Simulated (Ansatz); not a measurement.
A working Ansatz (a quantum-chemistry and plane-wave program) input for TbH2ClO2 (P2_1/m, 12 atoms in the cell) (DFT, PBEsol, plane waves, default PAW files made with PBE):

Ansatz 0.2 input:
```yaml
# TbH2ClO2
crystal:
  lattice:
    - [6.07992300, 0.00000000, 0.00000000]
    - [0.00000000, 3.66550600, 0.00000000]
    - [-2.28094700, 0.00000000, 6.17348500]
  atoms:
    - { symbol: Tb, position: [0.29844000, 0.25000000, 0.12330000], spin: 6.0 }
    - { symbol: Tb, position: [0.70156000, 0.75000000, 0.87670000], spin: 6.0 }
    - { symbol: Cl, position: [0.24160000, 0.75000000, 0.43470000] }
    - { symbol: Cl, position: [0.75840000, 0.25000000, 0.56530000] }
    - { symbol: O, position: [0.10090000, 0.75000000, 0.91350000] }
    - { symbol: O, position: [0.89910000, 0.25000000, 0.08650000] }
    - { symbol: H, position: [0.11890000, 0.75000000, 0.77300000] }
    - { symbol: H, position: [0.88110000, 0.25000000, 0.22700000] }
    - { symbol: O, position: [0.56190000, 0.75000000, 0.16460000] }
    - { symbol: O, position: [0.43810000, 0.25000000, 0.83540000] }
    - { symbol: H, position: [0.68700000, 0.75000000, 0.30420000] }
    - { symbol: H, position: [0.31300000, 0.25000000, 0.69580000] }
kpoints:
  mp_grid: { grid: [3, 5, 3] }
hamiltonian:
  xc: pbesol
  pseudopotentials: { kind: paw }
magnetization:
  spin_polarized: true
scf:
  occupations: { method: fermi_dirac, width: 0.136 eV }
output:
  forces: true
  eigenvalues: true
  stress: true
```

The run converged in 17 iterations: free energy E − TS (on the zero of these files) -24117.1440 eV; Fermi level (on the code's own zero) 9.20 eV; pressure 1.65 GPa; largest force (vector length) 0.582 eV/Å; size of the cell's spin moment 12.00 μB. Each of these slips is then made, one at a time:

(1)
```diff
+  convergence: { dr2_threshold: 1.0e-01 eV }
```

(2)
```diff
+  max_iter: 3
```

How does each altered input end?


(1) A convergence threshold that is too loose. The run converged in 7 iterations, and against the sound input the free energy is nearly the same (within 1 meV/atom), the pressure moves little (1.65 to 1.64 GPa), the largest force moves little (0.582 to 0.583 eV/Å) and the size of the net moment stays at 1.00 μB/atom.

(2) An iteration limit that is too low. The run ended unconverged after 3 iterations.
```
did not converge after 3 iterations: dr2 = 3.65e-1 (threshold 1.00e-7), under the density mixer `msr1`, which `scf.mixing.algorithm: auto` chose by the deck's other keys (type `scf.mixing.algorithm: msr1` to keep it); raise `scf.max_iter`, which need not help a stalled SCF, or adjust the mixing (`scf.mixing`) or, under a smearing, its width (`scf.o [...]
```

The starting cell comes from a database of published, mostly measured structures (it also holds non-ambient and calculated ones), without a prior relaxation at this level. Its lattice was rescaled by a random factor within 2.5 % of one. The magnetic order is the one reached from the typed start; others were not searched systematically. With U or open f shells several self-consistent states can exist. The f electrons are in the valence without U or exact exchange, which can misplace them near the Fermi level. Spin-orbit terms, which matter for f shells, are left out. Ansatz's pressure includes its estimate of the finite-basis (Pulay) stress. Without a gap this mesh is coarse (it stands for a supercell whose shortest vector is 18 Å).

Left out of this page: 3 runs of the series with a known weakness of the program; 1 run of the series stopped by limits of time or memory.
